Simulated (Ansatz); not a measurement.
The reference is BaHfO3 in the cubic perovskite structure (space group Pm-3m, No. 221; a = 4.158 Å). Axes: x, y, z lie along the cube axes.

One thing is altered: uniaxial strain ε_zz = +0.80 %, all other strain components held at zero, atoms relaxed at fixed cell.

Levels (all Ansatz, a quantum-chemistry and plane-wave program, PAW): PBEsol (420 eV, without spin-orbit coupling); r2SCAN (500 eV, no spin-orbit coupling); HSE06 (420 eV, no spin-orbit coupling).

One geometry, relaxed with PBEsol, under each level:

```tsv
level	band gap	lowest conduction level above the VBM at special points	pressure
PBEsol	3.54 eV	Γ 3.54 eV; X 4.02 eV; Z 4.04 eV; A 6.05 eV	-1.31 GPa
r2SCAN	4.18 eV	Γ 4.18 eV; X 4.66 eV; Z 4.68 eV; A 6.77 eV	1.08 GPa
HSE06	5.17 eV	Γ 5.17 eV; X 5.72 eV; Z 5.73 eV	–
```

Single points use the geometry relaxed with PBEsol. Their cutoffs differ, which shifts pressures a little. The hybrid gap comes from the SCF mesh plus the semilocal run's edge points and a few special points and is an upper bound. Spin-orbit coupling, missing from the scalar runs, can matter with Hf. Whether these cells are dynamically stable was not tested. The base started in P4mm and relaxed to Pm-3m at this level. Labels are those of the standard path for the cell's own space group.
